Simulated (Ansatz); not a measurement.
A computed series for BeS: response to strain

Take BeS in the zinc blende structure (space group F-43m, No. 216; a = 4.796 Å) as the base. Axes: x, y, z lie along the cube axes.

Strains are applied to the cell and any free atomic positions relax; under biaxial strain the out-of-plane vector relaxes too.

All numbers come from LDA in Ansatz (plane waves to 420 eV, PAW, scalar-relativistic without spin-orbit coupling).

Notes on the quantities. pressure: mean of the normal stresses, compression positive.

```json
[
 {"change": "base", "ratio −ε⊥/ε∥": "–", "smallest direct gap": "5.49 eV", "band gap": "2.82 eV", "pressure": "0.00 GPa"},
 {"change": "biaxial strain −2.50 %, plane normal [111], relaxed out of plane", "ratio −ε⊥/ε∥": "0.42", "smallest direct gap": "4.92 eV", "band gap": "___", "pressure": "4.47 GPa"},
 {"change": "biaxial strain −1.67 %, plane normal [111], relaxed out of plane", "ratio −ε⊥/ε∥": "0.41", "smallest direct gap": "___", "band gap": "2.68 eV", "pressure": "2.89 GPa"},
 {"change": "biaxial strain −1.25 %, plane normal [111], relaxed out of plane", "ratio −ε⊥/ε∥": "0.41", "smallest direct gap": "5.23 eV", "band gap": "2.72 eV", "pressure": "2.13 GPa"},
 {"change": "biaxial strain −0.83 %, plane normal [111], relaxed out of plane", "ratio −ε⊥/ε∥": "0.41", "smallest direct gap": "5.33 eV", "band gap": "2.76 eV", "pressure": "1.39 GPa"},
 {"change": "biaxial strain +0.42 %, plane normal [111], relaxed out of plane", "ratio −ε⊥/ε∥": "–", "smallest direct gap": "5.44 eV", "band gap": "2.81 eV", "pressure": "-0.67 GPa"},
 {"change": "biaxial strain +0.83 %, plane normal [111], relaxed out of plane", "ratio −ε⊥/ε∥": "0.40", "smallest direct gap": "5.39 eV", "band gap": "___", "pressure": "-1.31 GPa"},
 {"change": "biaxial strain +1.25 %, plane normal [111], relaxed out of plane", "ratio −ε⊥/ε∥": "0.40", "smallest direct gap": "___", "band gap": "2.78 eV", "pressure": "-1.94 GPa"},
 {"change": "biaxial strain +1.67 %, plane normal [111], relaxed out of plane", "ratio −ε⊥/ε∥": "0.40", "smallest direct gap": "5.28 eV", "band gap": "2.76 eV", "pressure": "-2.55 GPa"},
 {"change": "biaxial strain +2.50 %, plane normal [111], relaxed out of plane", "ratio −ε⊥/ε∥": "0.39", "smallest direct gap": "5.16 eV", "band gap": "2.73 eV", "pressure": "-3.70 GPa"}
]
```

Problem. Fill in the withheld entries from the trend.

Solution. 
- biaxial strain −2.50 %, plane normal [111], relaxed out of plane, band gap: 2.59 eV
- biaxial strain −1.67 %, plane normal [111], relaxed out of plane, smallest direct gap: 5.13 eV
- biaxial strain +0.83 %, plane normal [111], relaxed out of plane, band gap: 2.79 eV
- biaxial strain +1.25 %, plane normal [111], relaxed out of plane, smallest direct gap: 5.34 eV

Stability against distortions was not tested.

Ansatz is a quantum-chemistry and plane-wave program.
